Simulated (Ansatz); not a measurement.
RuAs (model structure, started from the NbAs type, I4₁md, No. 109, 4 atoms in the cell) was calculated with r²SCAN in Ansatz (PAW).

Run with plane-wave cutoff 560 eV, 24×24×24 k mesh, Fermi–Dirac smearing 0.05 eV, no spin polarisation, scalar-relativistic PAW data made under PBE.

Cell (relaxed at this level):

```
CELL_PARAMETERS angstrom
     -1.69943     1.69943     5.28205
      1.69943    -1.69943     5.28205
      1.69943     1.69943    -5.28205
ATOMIC_POSITIONS crystal
  Ru 0.49964 0.49964 0.00000
  Ru 0.24964 0.74964 0.50000
  As 0.91636 0.91636 0.00000
  As 0.66636 0.16636 0.50000
```

Problem. Predict the bulk modulus.

Solution. 
- bulk modulus: 190 GPa

Note: the run has no spin polarisation, so it can have missed a magnetic state; the bulk modulus is −V dP/dV from two relaxed cells at ±2 % in volume; the relaxation could raise the start's symmetry but not lower it, so the cell can be a saddle point.

The computed numbers hold no vibrational or temperature effects.

Cost on a shared machine: about 22 core-minutes (a rough figure).

A model structure was made by putting elements into a prototype or built by hand; it is no filed structure, need not be a known phase, and can be a saddle point held by its symmetry.

Ansatz is a first-principles code.
